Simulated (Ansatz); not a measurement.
## WSe2, carrier doping

Consider WSe$_{2}$ (space group P6_3/mmc, No. 194; layered, stacked along the Cartesian z axis).

WSe$_{2}$ has the hexagonal space group P6₃/mmc (No. 194), Pearson symbol hP6. Lattice parameters: a = b = 3.279 Å, c = 12.786 Å, α = β = 90.00°, γ = 120.00°. W on 2c is coordinated by 6 Se at 2.534 Å (trigonal prismatic). Se on 4f is surrounded by 3 W at 2.534 Å (trigonal pyramidal). (Neighbours: up to the widest gap in distance over summed covalent radii, below 1.35, at either atom; cation-cation and far metal-metal contacts left out.)

Carriers are added at fixed cell with a uniform background; the Fermi–Dirac width is that of 300 K.

Calculations: Ansatz (a first-principles code) PBE-D3(BJ), no spin-orbit coupling, earlier PAW set.

Notes on the quantities. Fermi level from band edge: Fermi level relative to the doped band's edge (positive inside the band; to 0.05 eV).

| case | gap between the host's bands | Fermi level from band edge |
|---|---|---|
| undoped | 0.87 eV | – |
| electrons 2.0×10^21 cm⁻³ | 0.85 eV | +0.30 eV |
| electrons 3.0×10^21 cm⁻³ | 0.84 eV | +0.45 eV |
| electrons 1.0×10^22 cm⁻³ | 0.78 eV | +0.85 eV |
| holes 2.0×10^21 cm⁻³ | 0.90 eV | +0.45 eV |
| holes 3.0×10^21 cm⁻³ | 0.90 eV | +0.50 eV |
| holes 1.0×10^22 cm⁻³ | 0.93 eV | +0.80 eV |

Carriers are added with a uniform compensating background; total energy and stress of such cells depend on the potential's zero and are not compared; many-body gap narrowing is missing at this level. Spin-orbit coupling, missing from the scalar runs, can matter with W. Stability against distortions was not tested.
